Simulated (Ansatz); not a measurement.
Results of LDA (Ansatz, an electronic-structure program, plane waves, PAW) for MgS (model structure, started from the BN type, Pm-3n, No. 223, 12 atoms in the cell).

Settings: plane-wave cutoff 520 eV, 6×6×6 k mesh, Fermi–Dirac smearing 0.01 eV, scalar-relativistic PAW data made under PBE.

Cell (relaxed with PBEsol):

```
CELL_PARAMETERS angstrom
      6.93644     0.00000     0.00000
      0.00000     6.93644     0.00000
      0.00000     0.00000     6.93644
ATOMIC_POSITIONS crystal
  Mg 0.25000 0.00000 0.50000
  Mg 0.50000 0.25000 0.00000
  Mg 0.50000 0.75000 0.00000
  Mg 0.75000 0.00000 0.50000
  Mg 0.00000 0.50000 0.75000
  Mg 0.00000 0.50000 0.25000
  S  0.25000 0.50000 0.00000
  S  0.00000 0.25000 0.50000
  S  0.00000 0.75000 0.50000
  S  0.75000 0.50000 0.00000
  S  0.50000 0.00000 0.75000
  S  0.50000 0.00000 0.25000
```

What does this level give for the band gap?


- band gap = 2.80 eV (direct)

Note: the relaxation could raise the start's symmetry but not lower it, so the cell can be a saddle point; cell and atoms aren't relaxed at this level (pressure -1.4 GPa).

Computed values are for the static lattice.

A model structure was made by putting elements into a prototype or built by hand; it is no filed structure, need not be a known phase, and can be a saddle point held by its symmetry.
